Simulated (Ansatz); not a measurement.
For PtSn2 (Fm-3m), Ansatz (a quantum-chemistry and plane-wave program) with PBEsol, DFPT electron-phonon coupling, linearised Boltzmann equation gives a transport coupling λ_tr = 0.346 and a Drude plasma energy ħω_p = 5.84 eV.

### Question
Estimate the resistivity at 300 K from the high-temperature formula ρ = 2π λ_tr k_B T / (ħ ε₀ ω_p²), and say how the full Boltzmann solution compares.

### Answer
The scattering rate is 1/τ = 2π λ_tr k_B T/ħ = 8.54e13 s⁻¹ and ω_p = 8.87e15 s⁻¹, so ρ ≈ 12.3 μΩ·cm. The Boltzmann solution gives 11.9 μΩ·cm, 0.97 times the estimate.

A metal at this level (no band gap). Only scattering by harmonic phonons is included (no impurities, grain boundaries, electron-electron scattering or thermal expansion). Spin-orbit coupling is left out, which matters with elements this heavy. The run warned that the eigensolver left some states short of its tolerance. Halving the electron mesh (24x24x24) moves the resistivity by up to 5 % at 300 K, the coupling by up to 3 %. Smearing 0.20 eV; phonons on a 4x4x4 q mesh, which this run doesn't test.

Formula and space group known from diffraction (Crystallography Open Database), not checked to be the room-temperature form: PtSn2 (Fm-3m).
